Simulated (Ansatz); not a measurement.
```xyz
2
Lattice="0.0000 2.8483 2.8483 2.8483 0.0000 2.8483 2.8483 2.8483 0.0000" Properties=species:S:1:pos:R:3 pbc="T T T"
Sb     0.0000     0.0000     0.0000
Ga     2.8483     2.8483     2.8483
```

No spin polarisation.

A single point on hypothetical rock salt GaSb, its geometry relaxed with PBEsol.

All numbers come from Ansatz (a first-principles code) r2SCAN, no SOC. k-mesh 14×14×14 (Γ-centred); smearing 0.05 eV (Fermi–Dirac).

### Question
Predict the band gap and pressure.

### Answer
- Band gap: zero
- Pressure: 1.5 GPa

Single points use the geometry relaxed with PBEsol. Whether these cells are dynamically stable was not tested. The final runs are not spin-polarised. The cell is GaSb in the rock salt structure (space group Fm-3m, No. 225; a hypothetical phase, not in the database extracts checked).
